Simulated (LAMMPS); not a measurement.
System: HfO2 (fluorite), 324 atoms, at 1830 K and 5 GPa, heated as the crystal.

Model: classical MD, Buckingham potential of Lewis and Catlow, J. Phys. C 18, 1149 (1985), first set, used with rigid ions (no shells), PPPM sums, short-range terms cut at 10 Å, modified for these runs by an r^-4 repulsive force inside the short-range force's maximum (LAMMPS).

Starting crystal:

Space group Fm-3m (No. 225); a = b = c = 5.0800 Å, α = β = γ = 90.00°

```tsv
atom	site	symmetry	x	y	z
Hf	4a	m-3m	0.0000	0.0000	0.0000
O	8c	-43m	0.2500	0.2500	0.2500
```

### Question
Estimate the state found, the coordination number of Hf by O, the most common O-O-O angle, the mean frequency of the vibrational (phonon) density of states, the most common Hf-O-O angle for this model.

### Answer
state found: crystal; no diffusion seen in 21 ps; coordination number of Hf by O: 8.0 (counted to 3.34 Å); most common O-O-O angle: at the 3° bin centred on 88.5°, after smoothing over three bins (mean of all 106°); mean frequency of the vibrational (phonon) density of states: 12.6 THz; most common Hf-O-O angle: at the 3° bin centred on 55.5°, after smoothing over three bins (mean of all 90°).

Caution: the potential ionic pair potential lewis1985a is fitted to static crystal properties with a polarisable anion, which is rigid here. Caution: in nature this polymorph isn't the stable one over the whole range of temperature at this pressure, and short runs keep a crystal in its starting form. Caution: a run this short can hold a crystal over, or a liquid under, the potential's own melting point, which these runs don't give.
